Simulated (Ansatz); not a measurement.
CsSnI3: energy against strain

CsSnI3 (cubic perovskite, Pm-3m, 43.862 Å³/atom at rest, cube axes along x, y and z) under a strain ε along a cube axis (axis z), the other axes held. LDA in Ansatz, a plane-wave DFT program (PAW, default set), 420 eV, 8×8×8 Γ-centred mesh, Fermi-Dirac smearing 0.05 eV; ions are relaxed within the symmetry of each cell.

Here s stands for strain and y for E less E0.

| strain (%) | E less E0 (meV/atom) |
|---|---|
| -1.20 | 1.08 |
| -0.60 | 0.27 |
| 0.00 | 0.00 |
| 0.60 | 0.25 |
| 1.20 | 0.97 |
| 3.00 | ? |

### Question
Using a parabola, estimate the missing y at s = 3.00 from the other rows, showing the fit.

### Answer
Least squares gives y = 0.003 - 0.0400·s + 0.7103·s². Residuals (row less fit): 0.006, -0.013, -0.003, 0.015, -0.008; standard error 0.016 (degrees of freedom: 2). Twice the quadratic coefficient over the volume, 2 × 0.7103 meV × 10⁴ × 0.1602 / 43.862 Å³, is the elastic constant C11 = 52 ± 0.9 GPa. At the withheld row, y = 0.003 - 0.0400 × 3.0 + 0.7103 × 3.0² = 6.276 meV/atom. The calculation gives 5.72 meV/atom, 0.556 meV/atom below the prediction (9.7 % of the range of y in the table). The row lies outside the fitted rows, so this is an extrapolation. From the scatter of the fitted rows alone, a prediction at this place has a standard error of 0.102 meV/atom, so the miss is 5.5 times that.

One order more, fitted to all 11 runs of the series, follows each within 0.01, so the miss is the next term of a smooth law. This level leaves no gap over 0.05 eV at strain -1.20, -0.60, 0.00, 0.60, 1.20, 3.00, where the mesh may be coarse. The primitive cell can neither tilt nor turn polar against its symmetry, as such crystals can under strain. CsSnI3 is here the ideal cubic form; the compound distorts at low or room temperature. Rows are the converged runs of the series near zero and its far end; series whose fitted rows scatter by over a few per cent of the range, as at a crossing or softening among them, aren't shown in this form. Most that stay on the fit to the last digits aren't either.
